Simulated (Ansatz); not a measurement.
**Ru: energy against volume**

Ru (hcp, P6_3/mmc, 13.088 Å³/atom and stress up to 0.01 GPa in the relaxed cell, c along z) under hydrostatic pressure, with the cell free. LDA in Ansatz, a plane-wave DFT program (PAW, default set), 420 eV, 20×20×11 Γ-centred mesh, Fermi-Dirac smearing 0.05 eV; ions are relaxed, or left where forces stay under 0.02 eV/Å, within the symmetry of each cell.

Here V stands for volume and E for E less E0.

| volume (Å³/atom) | E less E0 (meV/atom) | pressure (GPa) |
|---|---|---|
| 13.1608 | 0.48 | -2.00 |
| 13.1242 | 0.13 | -1.00 |
| 13.0880 | 0.00 | 0.00 |
| 13.0563 | 0.08 | 0.89 |
| 13.0145 | 0.45 | 2.09 |
| 12.9328 | 2.10 | 4.50 |
| 12.7874 | 8.15 | 9.00 |
| 12.6070 | 21.56 | 15.00 |
| 12.2101 | ? | ? |

The 8 complete rows are fitted with the third-order Birch-Murnaghan form, a cubic in V^(-2/3), E against V. With u = V^(-2/3) - 0.1812, the rows have u = -0.0018044, -0.0014710, -0.0011398, -0.0008484, -0.0004625, 0.0002979, 0.0016711, 0.0034115. Least squares gives E = 1.310 + 2337.7·u + 1045826·u² + 2594597·u³. Residuals (row less fit): -0.002, 0.004, 0.000, 0.002, -0.002, 0.001, 0.001, 0.000; standard error 0.003 (degrees of freedom: 4). Its minimum lies at u = -0.0011223, so V0 = (0.1800777)^(-3/2) = 13.09. There d²E/du² = 2074000 and d³E/du³ = 1.557e7, so B0 = (4/9) × 13.09^(-7/3) × 2074000 × 0.160218 = 366 GPa (the last factor turns the table's units into GPa), and B0' = 4 + (2/3) × 0.1800777 × (1.557e7)/2074000 = 4.9. B0' rests on the cubic coefficient alone and has a standard error of 0.1 from these residuals.

Question: Predict the withheld E at V = 12.2101 from the fit, and compare with the calculation.

Answer: u = 0.0073908, so E = 1.310 + 2337.7 × 0.0073908 + 1045826 × 0.0073908² + 2594597 × 0.0073908³ = 76.762 meV/atom. The calculation gives 76.63 meV/atom, 0.132 meV/atom below the prediction (0.2 % of the range of E in the table). The row lies outside the fitted rows, so this is an extrapolation. The scatter of the fitted rows lies at the last printed digit.

In a metal these values are sensitive to mesh and smearing; energies are taken to zero smearing, stresses follow the free energy. The runs aren't spin-polarised. Other structures, which can take over under pressure, weren't tried. The same form fitted to the pressure column gives B0' = 4.8; series where the two differ by over 0.4 aren't shown. Rows are the converged runs of the series near zero and its far end, less any whose ions stayed unrelaxed beside relaxed ones; series whose fitted rows scatter by over a few per cent of the range, as at a crossing or softening among them, aren't shown in this form.
